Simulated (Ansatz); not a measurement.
Response to strain in Cu3N

Consider Cu3N (space group Pm-3m, No. 221; a = 3.827 Å). Axes: x, y, z lie along the cube axes.

Strains are applied to the cell and any free atomic positions relax; under biaxial strain the out-of-plane vector relaxes too; under stress the whole cell relaxes.

Method: Kohn–Sham DFT with the PBE functional, run in Ansatz (a program for electronic structure) with PAW and 420 eV plane waves, without spin-orbit coupling.

| change | volume per atom | smallest direct gap | space group |
|---|---|---|---|
| base | 14.01 Å³ | 0.75 eV | Pm-3m (No. 221) |
| biaxial strain −0.41 %, plane normal [001], relaxed out of plane | 13.92 Å³ | 0.72 eV | P4/mmm (No. 123) |
| biaxial strain +1.36 %, plane normal [110], relaxed out of plane | 14.19 Å³ | 0.68 eV | Cmmm (No. 65) |
| biaxial strain +4.80 %, plane normal [111], relaxed out of plane | 14.33 Å³ | – | R-3m (No. 166) |
| isotropic strain −4.74 % | 12.11 Å³ | – | Pm-3m (No. 221) |
| isotropic strain +0.96 % | 14.42 Å³ | … | Pm-3m (No. 221) |
| uniaxial strain ε_xx = +2.20 % | 14.32 Å³ | 0.76 eV | P4/mmm (No. 123) |
| uniaxial strain ε_xx = +3.31 % | 14.47 Å³ | 0.77 eV | P4/mmm (No. 123) |
| tensor shear ε_yz = +1.45 % | 14.01 Å³ | 0.61 eV | Cmmm (No. 65) |
| uniaxial stress, 3 GPa tension along z | 14.14 Å³ | … | P4/mmm (No. 123) |

Problem. Complete the table.

Solution. 
- isotropic strain +0.96 %, smallest direct gap: 0.83 eV
- uniaxial stress, 3 GPa tension along z, smallest direct gap: 0.74 eV

Beyond what the load breaks, stability against distortions was not tested. All final runs are without spin polarisation.
